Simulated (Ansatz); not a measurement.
**TiC, response to strain**

Base system: TiC in the rock salt structure (space group Fm-3m, No. 225; relaxed with 0.1 eV smearing).

```yaml
crystal:
  lattice:
    - [0.00000, 2.16392, 2.16392]
    - [2.16392, 0.00000, 2.16392]
    - [2.16392, 2.16392, 0.00000]
  atoms:
    - { symbol: Ti, position: [0.00000, 0.00000, 0.00000] }
    - { symbol: C, position: [0.50000, 0.50000, 0.50000] }
```

Cartesian axes are those of the cell as printed.

Strains are applied to the cell and any free atomic positions relax; under biaxial strain the out-of-plane vector relaxes too.

All numbers come from DFT with r2SCAN, PAW potentials and a 500 eV plane-wave cutoff in Ansatz (a first-principles code), spin-orbit coupling left out.

Candidates:
(a) biaxial strain +2.00 %, plane normal [001], relaxed out of plane
(b) biaxial strain +2.50 %, plane normal [001], relaxed out of plane
(c) biaxial strain +1.00 %, plane normal [001], relaxed out of plane

Order them by out-of-plane strain, highest first.

(c) biaxial strain +1.00 %, plane normal [001], relaxed out of plane (-0.48 %), (a) biaxial strain +2.00 %, plane normal [001], relaxed out of plane (-0.93 %), (b) biaxial strain +2.50 %, plane normal [001], relaxed out of plane (-1.14 %)

No phonon test of stability was made. The final runs are not spin-polarised.
